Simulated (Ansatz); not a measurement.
The starting structures come from a database of crystals and need not be the phases stable at ambient conditions.

Tunnelling through a barrier is set by its complex band structure: the current falls as exp(−2κd) with the smallest κ.

```
Al2MgS4
1.0
    3.67164     0.00000     0.00000
    1.83582    12.17704     0.05592
    1.83582     0.26222     3.16890
Mg Al S
1 2 4
Direct
  0.00000   0.00000   0.00000
  0.23640   0.29081   0.23640
  0.76360   0.70919   0.76360
  0.12361   0.62917   0.12361
  0.87639   0.37083   0.87639
  0.29570   0.11291   0.29570
  0.70430   0.88709   0.70430
```

Space group of this cell: R-3m. The cell was relaxed by PBE-D3(BJ); by r2SCAN its mean pressure is 1.0 GPa.

Transport runs along the normal of the first two printed cell vectors, the (101) plane of the conventional cell.

The gap is the functional's own, uncorrected, and κ follows it; spin-orbit coupling is left out. Mid-gap values are interpolated between the computed energies.

State the band gap and the smallest decay constant κ at mid-gap according to Ansatz (a first-principles code) with r2SCAN.

Gap 2.50 eV on a 10×10×10 mesh; κ = 0.238 1/Å, at the zone centre.
